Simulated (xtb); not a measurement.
xtb 6.7.1, GFN1-xTB: CC(C)(C)c1ccc2c(c1)C(C)(C)c1cc(-c3ccc(-c4cc5c(s4)-c4sc(C(F)(F)F)cc4C5(C)C)[se]3)ccc1-2, 72 atoms. The geometry is a generated start, not checked to be a minimum at this level.

```json
{
  "run_flags": "--grad",
  "method": "GFN1-xTB",
  "--acc": "1 (default)",
  "--etemp (K)": "300 (default)",
  "basis_functions": "244",
  "valence_electrons": "210"
}
```

One run each on 1 thread. Values of broydamp tried: 0.02, 0.05, 0.1, 0.2, 0.4 (default), 0.6, 0.8, 1.

Q: Predict the course of the SCC iterations along this series.

A: Fewest SCC iterations: 0.4 (default) with 11. The count rises to 20 at 0.02. All converge to one solution.

| broydamp | SCC iterations | end |
|---|---|---|
| 0.02 | 20 | same solution |
| 0.05 | 18 | same solution |
| 0.1 | 16 | same solution |
| 0.2 | 13 | same solution |
| 0.4 (default) | 11 | same solution |
| 0.6 | 13 | same solution |
| 0.8 | 14 | same solution |
| 1 | 15 | same solution |
